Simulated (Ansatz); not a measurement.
Given:

```
CELL_PARAMETERS angstrom
      3.37637     0.00000     0.00000
     -1.68818     2.92402     0.00000
      0.00000     0.00000     7.29143
ATOMIC_POSITIONS crystal
  B  0.00000 0.50000 0.33333
  B  0.50000 0.50000 0.66667
  B  0.50000 0.00000 0.00000
  As 0.00000 0.50000 0.83333
  As 0.50000 0.50000 0.16667
  As 0.50000 0.00000 0.50000
```

A single point on hypothetical P6_422 BAs with a change (pressure 7.5 GPa), its geometry relaxed with PBEsol.

Calculations: plane-wave PAW DFT at the PBEsol level (Ansatz, a first-principles code, 420 eV), spin-orbit coupling included. k-mesh 11×11×5 (Γ-centred); smearing 0.05 eV (Fermi–Dirac).

Problem. What is the computed valence-band top at Γ (three highest Kramers pairs, from the VBM)?

Solution. 0.00, -0.99, -1.27 eV.

Problem. What gap character does the calculation give?

Solution. Indirect, Γ → M.

Single points use the geometry relaxed with PBEsol. Load acts through the strain it causes; cell and atoms are relaxed under it. Whether these cells are dynamically stable was not tested. Competing high-pressure phases were not computed. The cell was made from BAs (space group P6_422, No. 181; a hypothetical phase, not in the database extracts checked) by this change: pressure 7.5 GPa. A zero or small gap of BAs under pressure 7.5 GPa can be the functional's error rather than a property of the material.
